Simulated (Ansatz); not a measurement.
The starting structures come from a database of crystals and need not be the phases stable at ambient conditions.

Consider the following.

```
GaAs
1.0
    3.99359     0.00000     0.00000
    0.00000     6.58611     0.00000
    1.99680     0.00000     3.45855
Ga As
2 2
Cartesian
  1.99679   0.00013   1.15285
  3.99359   3.29319   2.30570
  1.99679   4.12277   1.15285
  3.99359   0.82972   2.30570
```

Space group of this cell: P6_3mc, wurtzite. The cell is taken as given.

All values below come from r2SCAN (plane waves, PAW; Ansatz, a program for electronic structure).

The current runs along the normal of the first two printed vectors; no spin-orbit coupling. Scaled by the factor s: the length along the current (ions clamped). Meshes 10×6×10 and 8×6 across the current in all rows.

| s | mean pressure (GPa) | band gap (eV) |
|---|---|---|
| 0.97 | 2.5 | 1.09 |
| 1.00 | 0.0 | 0.97 |
| 1.03 | -1.9 | ? |

Question: Take the slope of the band gap against ln s from the two given rows, extrapolate to s = 1.03, and say what the run there gives.

Answer: Slope = (1.09 − 0.97) / ln 0.97 = -3.94 eV. The line gives 0.97 + (-3.94) × ln 1.03 = 0.85 eV. The run gives 0.69 eV, 0.16 eV under the line, 140 % of the predicted step.
